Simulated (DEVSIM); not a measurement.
**abrupt GaAs n-p junction**

Device: abrupt GaAs n-p junction, at 300 K.

```csv
layer (left to right),material,thickness (μm),Nd (cm⁻³),Na (cm⁻³),τn (s),τp (s)
1,GaAs,0.290,1.5e16,-,4.3e-10,4.3e-10
2,GaAs,10.0,-,3.5e17,4.3e-10,4.3e-10
```

Left contact: ohmic. Right contact: ohmic. Voltage is applied to the left contact. Recombination: SRH at mid-gap, radiative. Mobility is constant in doping.

Constants are typed, rounded textbook-type inputs, not results; the design itself was drawn at random and stands for no fabricated device. Values at 300 K.

```
parameter        GaAs
-------------  ------
gap (eV)        1.424
affinity (eV)    4.07
permittivity     12.9
Nc (cm⁻³)      4.7e17
Nv (cm⁻³)        9e18
μn (cm²/Vs)      8500
μp (cm²/Vs)       400
B (cm³/s)       2e-10
```

Model (solved in DEVSIM): 1D drift-diffusion, Boltzmann statistics, complete ionisation; no tunnelling, impact ionisation, image-force lowering or self-heating.

```json
{
 "potential_step_across_the_device_at_zero_bias": "1.251 V",
 "largest_field_in_the_device_at_zero_bias": "72000 V/cm",
 "Dark forward voltage at 1 A/cm²": "0.968 V",
 "Dark forward voltage at 100 A/cm²": "1.108 V"
}
```

Dark forward current:

(V (V), J (A/cm²)): (-0.05, -1.3e-9); (-0.10, -4.5e-9); (-0.15, -1.3e-8); (-0.20, -3.6e-8); (-0.25, -9.9e-8); (-0.30, -2.7e-7); (-0.35, -7.3e-7); (-0.40, -2.0e-6); (-0.45, -5.5e-6); (-0.50, -1.5e-5); (-0.55, -4.1e-5); (-0.60, -0.00012); (-0.65, -0.00032); (-0.70, -0.00092); (-0.75, -0.0027); (-0.80, -0.0087); (-0.85, -0.030); (-0.90, -0.12); (-0.95, -0.56); (-1.00, -2.9); (-1.05, -16); (-1.10, -80); (-1.15, -310); (-1.20, -790); (-1.25, -1500); (-1.30, -2400)
